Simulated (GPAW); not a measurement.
A self-consistent single point of ScGe (Cmcm, 4 atoms in the cell) with GPAW.

Level of theory: PBEsol, GPAW PAW datasets PBEsol (made by gpaw-setup) (plane waves; GPAW).

The change in words: lattice scaled by 0.98. Reference geometry:
```
CELL_PARAMETERS angstrom
      1.95553    -4.92658     0.00000
      1.95553     4.92658     0.00000
      0.00000     0.00000     3.68209
ATOMIC_POSITIONS crystal
  Sc 0.86301 0.13699 0.75000
  Sc 0.13699 0.86301 0.25000
  Ge 0.58951 0.41049 0.75000
  Ge 0.41049 0.58951 0.25000
```

Reference input (self-consistent single point, DFT PBEsol, plane waves, GPAW PAW datasets PBEsol (made by gpaw-setup)): mode = pw; ecut = 850 eV; xc = PBEsol; kpts = 7 7 7; mesh shift (steps) = 0 0 0; occupations.name = fermi-dirac; occupations.width = 0.1 eV; nbands = -10; convergence.density = 1e-05 e/electron; convergence.energy = 1e-05 eV/electron; symmetry.symmorphic = false; symmetry.tolerance = 0.0005. This run's input differs from it in these lines:

```diff
@@ -5,9 +5,9 @@
 atoms = Atoms(['Sc', 'Sc', 'Ge', 'Ge'],
-              cell=[[1.955526, -4.926584, 0.000000],
-                    [1.955526, 4.926584, 0.000000],
-                    [0.000000, 0.000000, 3.682086]],
-              positions=[[1.955526, -3.576799, 2.761564],
-                         [1.955526, 3.576799, 0.920521],
-                         [1.955526, -0.881957, 2.761564],
-                         [1.955526, 0.881957, 0.920521]],
+              cell=[[1.916415, -4.828052, 0.000000],
+                    [1.916415, 4.828052, 0.000000],
+                    [0.000000, 0.000000, 3.608444]],
+              positions=[[1.916415, -3.505262, 2.706333],
+                         [1.916415, 3.505262, 0.902111],
+                         [1.916415, -0.864318, 2.706333],
+                         [1.916415, 0.864318, 0.902111]],
               pbc=True)
```

Log, with long lists cut:

```
     iter     time        total  log10-change:
                         energy   eigst   dens
iter:   1 --:--:--   -23.149216
iter:   2 --:--:--   -23.285611   -0.15  -1.35
iter:   3 --:--:--   -23.217209   -0.75  -1.37
iter:   4 --:--:--   -23.299498   -1.12  -1.64
iter:   5 --:--:--   -23.230372   -1.98  -1.99
   [... 4 lines left out ...]
iter:  10 --:--:--   -23.225739   -3.81  -3.04
iter:  11 --:--:--   -23.226298   -3.55  -3.35
iter:  12 --:--:--   -23.225850   -4.40  -3.20
iter:  13 --:--:--   -23.225854   -4.96  -3.47
iter:  14 --:--:--   -23.225856c  -5.62  -3.50
iter:  15 --:--:--   -23.225814c  -5.69  -3.48
iter:  16 --:--:--   -23.225804c  -5.30  -3.55
iter:  17 --:--:--   -23.225791c  -5.81  -3.57
iter:  18 --:--:--   -23.225783c  -5.90  -3.65
   [... 2 lines left out ...]
iter:  21 --:--:--   -23.225757c  -5.91  -4.49
iter:  22 --:--:--   -23.225760c  -6.84  -4.58
iter:  23 --:--:--   -23.225760c  -7.18  -4.67
iter:  24 --:--:--   -23.225759c  -7.26  -4.72
iter:  25 --:--:--   -23.225761c  -7.69c -4.84
iter:  26 --:--:--   -23.225760c  -7.96c -5.03c
Converged after 26 iterations.

Dipole moment: (0.000000, -0.000000, -0.000000) |e|*Ang

Energy contributions relative to reference atoms: (reference = -155639.711131)

Kinetic:        +57.115383
Potential:      -46.964536
External:        +0.000000
XC:             -33.609060
Entropy (-ST):   -0.066859
Local:           +0.265882
SIC:             +0.000000
--------------------------
Free energy:    -23.259190
Extrapolated:   -23.225760

Showing only first 2 kpts
 Kpt  Band  Eigenvalues  Occupancy
  0    13      7.97949    1.99993
  0    14      9.23421    0.19085
  0    15      9.69653    0.00207
  0    16     10.30169    0.00000

  1    13      9.02755    0.90901
  1    14      9.03248    0.88463
  1    15      9.13233    0.45226
  1    16     10.20731    0.00001

Fermi level: 9.00930

No gap
No difference between direct/indirect transitions
Energy (eV): -23.22576

Forces in eV/Ang:
  0 Sc    0.00000    0.06937    0.00000
  1 Sc    0.00000   -0.06937   -0.00000
  2 Ge    0.00000   -0.09981   -0.00000
  3 Ge    0.00000    0.09981    0.00000

Stress tensor:
    -0.081845     0.000000     0.000000
     0.000000    -0.083996    -0.000000
     0.000000    -0.000000    -0.087575
Stress (GPa, Voigt): [-13.113  -13.4577 -14.0311  -0.       0.       0.    ]
```

The run converged in 26 iterations. GPAW prints stress with tension positive. Against the reference run the free energy rises by 59.9 meV/atom, the pressure goes from 5.27 to 13.53 GPa and the largest force goes from 0.047 to 0.100 eV/Å.

The starting cell comes from a database of computed structures (which also holds hypothetical and non-ambient phases and stackings), without a prior relaxation at this level. Its lattice was rescaled by a random factor within 2.5 % of one. For this run, on top of that: lattice scaled by 0.98. With a pressure of about 14 GPa the cell is away from its equilibrium volume at this level.

Cost on one core of a shared machine: roughly 5 min.
